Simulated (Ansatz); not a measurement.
A calculation on antifluorite Be2C returned lattice constant a 4.331 Å, formation enthalpy -0.198 eV/atom.

For reference: lattice constant a 4.34 ± 0.002 Å (measured, temperature not stated, no zero-point or thermal correction; as tabulated in Freccero, Grin, Wagner, Dalton Trans. (2023), ESI); formation enthalpy -0.314 eV/atom (measured, 298 K, copied from a table, unchecked, not corrected to a static lattice, our sources range from -0.404 to -0.314; as tabulated in Wang et al. (2021), doi:10.1038/s41598-021-94550-5).

### Question
Which level of theory produced these numbers?
(A) HSE06 (Ansatz, a first-principles code)
(B) PBE-D3(BJ) (Ansatz)
(C) PBE-D4 (Ansatz)
(D) rVV10 (Ansatz)

### Answer
D, rVV10 (Ansatz)

The others give: HSE06 4.306 Å, -0.299 eV/atom; PBE-D4 4.302 Å, -0.266 eV/atom; PBE-D3(BJ) 4.274 Å, -0.260 eV/atom.

Unless a cell is named, each level is at its own relaxed cell (HSE06 6.65, PBE-D3(BJ) 6.51, PBE-D4 6.63, rVV10 6.77 Å³/atom).

Caveats: exact exchange on metals is sensitive to the k mesh and can open a false gap (HSE06). Ansatz's density-functional and Hartree–Fock values are scalar-relativistic unless marked +SOC, with PAW data made under PBE.
